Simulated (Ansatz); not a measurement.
For SnTe (model structure, started from the wurtzite type, P6₃mc, No. 186, 4 atoms in the cell), PBE-D3(BJ) in Ansatz (PAW) gives:

* **equilibrium lattice constant a**: 5.418 Å
* **c axis length**: 6.565 Å
* **cohesive energy**: 3.27 eV/atom

Question: What does r²SCAN+rVV10 (plane waves, PAW; Ansatz, a first-principles code) give for the same quantities?

Answer: 
- lattice constant a: 5.356 Å (decreases by 1.1 %)
- lattice parameter c: 6.406 Å (decreases by 2.4 %)
- cohesive energy: 3.07 eV/atom (shrinks by 0.20 eV/atom)

Changes are worked out from the printed values.

Unless a cell is named, each level is at its own relaxed cell (PBE-D3(BJ) 41.72, r²SCAN+rVV10 39.78 Å³/atom).

Levels without +SOC leave out spin–orbit coupling, which shifts energies and cells of such heavy elements.

Caveats: a distance lies near a switch of the dispersion term, which can move the cell (PBE-D3(BJ)). Ansatz's density-functional and Hartree–Fock values are scalar-relativistic unless marked +SOC, with PAW data made under PBE.

A model structure was made by putting elements into a prototype or built by hand; it is no filed structure, need not be a known phase, and can be a saddle point held by its symmetry.
